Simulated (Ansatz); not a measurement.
## Fermi-surface data of Nb (Im-3m)

Input:

```yaml
crystal:
  lattice:
    - [-1.63600, 1.63600, 1.63600]
    - [1.63600, -1.63600, 1.63600]
    - [1.63600, 1.63600, -1.63600]
  atoms:
    - { symbol: Nb, position: [0.00000, 0.00000, 0.00000] }
```

The numbers are results of PBEsol, rigid bands (plane waves, PAW, scalar-relativistic; Ansatz, a program for electronic structure), not measurements. Geometry: cell and atoms relaxed with PBEsol.

| Property | Result |
|---|---|
| density of states at the Fermi level | 1.42 states/(eV·cell), both spins |
| bare Sommerfeld coefficient | 3.4 mJ/(mol of atoms·K²) |
| Drude plasma energy | 9.4 eV |
| root-mean-square Fermi velocity | 6.5e5 m/s |
| resistivity times τ | 5.5 ×10⁻²² Ω·m·s |
| resistivity times mean free path | 3.8 ×10⁻¹⁶ Ω·m² |

A metal at this level (no band gap); rigid bands, thermally averaged at 300 K, both spins. Spin-orbit coupling is left out. τ is one relaxation time for all states; the product of resistivity and mean free path takes one path for all states instead.
